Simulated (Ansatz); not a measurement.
The parent structure is RuSi (space group P2_13, No. 198; a = 4.706 Å). Axes: x, y, z lie along the cube axes.

Computed with Kohn–Sham DFT with the r2SCAN functional, run in Ansatz (a first-principles code) with PAW and 500 eV plane waves, scalar-relativistic without spin-orbit coupling, earlier PAW set.

For the base:

The band gap is 0.31 eV.

It is then changed as follows: uniaxial stress, 3 GPa tension along z, with the cell and atoms free to relax against it.

Problem. What does the calculation give for the band gap and secant Young's modulus along z after the change?

Solution. The band gap drops by 0.08 eV, from 0.31 eV to 0.23 eV; the secant Young's modulus along z comes out as 190 GPa.

Load acts through the strain it causes; cell and atoms are relaxed under it. Beyond what the load breaks, stability against distortions was not tested. The zero or small gap of RuSi under uniaxial stress, 3 GPa tension along z can change with the level of theory.
